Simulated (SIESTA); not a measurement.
SIESTA run on Mg (P-3m1, 2 atoms in the cell): self-consistent single point.

Computed with LDA PW92, numerical atomic orbitals DZP, PseudoDojo LDA standard norm-conserving potentials (rewritten from UPF to PSML) (SIESTA 5.4.2).

The change in words: lattice scaled by 0.98; kgrid.MonkhorstPack: 12 12 7 → 19 19 10. Reference geometry:
```xyz
2
Lattice="1.6002 -2.7716 0.0000 1.6002 2.7716 0.0000 0.0000 0.0000 5.1944" Properties=species:S:1:pos:R:3 pbc="T T T"
Mg     1.6002     0.9239     1.3486
Mg     1.6002    -0.9239     3.8958
```

Reference input (self-consistent single point, DFT, LDA PW92, numerical atomic orbitals DZP, PseudoDojo LDA standard norm-conserving potentials (rewritten from UPF to PSML)): XC.functional = LDA; XC.authors = PW92; potentials = PseudoDojo LDA standard; PAO.BasisSize = DZP; PAO.EnergyShift = 0.005 Ry; MeshCutoff = 350 Ry; kgrid.MonkhorstPack = 12 12 7; OccupationFunction = FD; ElectronicTemperature = 0.1 eV; MaxSCFIterations = 150; SCF.Mixer.Method = Broyden; SCF.Mixer.Weight = 0.2. This run's input differs from it in these lines:

```diff
@@ -11,5 +11,5 @@
 %block LatticeVectors
-     3.023911399   -5.237568706    0.000000000
-     3.023911399    5.237568706    0.000000000
-     0.000000000    0.000000000    9.815936690
+     2.963432604   -5.132817408    0.000000000
+     2.963432604    5.132817408    0.000000000
+     0.000000000    0.000000000    9.619618712
 %endblock LatticeVectors
@@ -17,4 +17,4 @@
 %block AtomicCoordinatesAndAtomicSpecies
-     1.600185000    0.923869181    1.348593506  1
-     1.600185000   -0.923869181    3.895777500  1
+     1.568181000    0.905391811    1.321621739  1
+     1.568181000   -0.905391811    3.817862250  1
 %endblock AtomicCoordinatesAndAtomicSpecies
@@ -27,5 +27,5 @@
 %block kgrid.MonkhorstPack
-   12   0   0  0.0
-    0  12   0  0.0
-    0   0   7  0.0
+   19   0   0  0.0
+    0  19   0  0.0
+    0   0  10  0.0
 %endblock kgrid.MonkhorstPack
```

Output (repeated stretches shortened):

```
        iscf     Eharris(eV)        E_KS(eV)     FreeEng(eV)     dDmax    Ef(eV) dHmax(eV)
   scf:    1    -3218.013610    -3224.750894    -3224.776557  0.963252 -3.323930  2.779155
   scf:    2    -3224.783224    -3224.767192    -3224.792908  0.017907 -3.346372  2.149504
   scf:    3    -3224.810910    -3224.790452    -3224.816361  0.055931 -3.422362  0.025157
   scf:    4    -3224.790471    -3224.790463    -3224.816377  0.000978 -3.423788  0.005766
   scf:    5    -3224.790471    -3224.790468    -3224.816384  0.000954 -3.424613  0.002732
   scf:    6    -3224.790469    -3224.790469    -3224.816385  0.000134 -3.424956  0.001907
   scf:    7    -3224.790470    -3224.790469    -3224.816385  0.000085 -3.425196  0.001429
   scf:    8    -3224.790470    -3224.790470    -3224.816385  0.000065 -3.425383  0.001069
   scf:    9    -3224.790470    -3224.790470    -3224.816385  0.000050 -3.425527  0.000794
SCF Convergence by DM+H criterion
max |DM_out - DM_in|         :     0.0000502673
max |H_out - H_in|      (eV) :     0.0007936918
SCF cycle converged after 9 iterations

Using DM_out to compute the final energy and forces

siesta: E_KS(eV) =            -3224.7905

siesta: E_KS - E_eggbox =     -3224.7905

siesta: Atomic forces (eV/Ang):
     1    0.000000   -0.000004   -0.213078
     2    0.000000    0.000003    0.213046
   Tot    0.000000   -0.000001   -0.000032
   Max    0.213078
   Res    0.123011    sqrt( Sum f_i^2 / 3N )
   Max    0.213078    constrained

Stress tensor Voigt[x,y,z,yz,xz,xy] (kbar):      -35.55      -35.55      -37.81        0.00       -0.00       -0.00
(Free)E + p*V (eV/cell)    -3223.8338
Target enthalpy (eV/cell)    -3224.8164

siesta: Program's energy decomposition (eV):
siesta: FreeEng =     -3224.816385

   [... lines left out ...]
siesta: Cell volume =         43.365277 Ang**3
siesta:          36.30199924         29.75211791  kBar
   [... lines left out ...]
               3px
   1 10.000   1.995   1.556  -0.494   2.018   2.016   2.018   0.307   0.276
              0.307
   2 10.000   1.995   1.556  -0.494   2.018   2.016   2.018   0.307   0.276
              0.307

mulliken: Qtot =       20.000

Mulliken Atomic Populations:
Atom #   charge [q] valence [e]  Species
     1    -0.000043   10.000043  Mg
     2     0.000043    9.999957  Mg
 Total     0.000000
```

The run converged in 9 iterations. Against the reference run the free energy rises by 18.8 meV/atom, the pressure goes from 0.78 to 3.63 GPa and the largest force goes from 0.183 to 0.213 eV/Å.

The starting cell has typed, rounded lattice constants, without a prior relaxation at this level. Its lattice was rescaled by up to half a per cent. One atom was moved a little off its site on purpose. For this run, on top of that: lattice scaled by 0.98. Values carry the incompleteness of an atom-centred basis. With a pressure of about 4 GPa the cell is away from its equilibrium volume at this level.
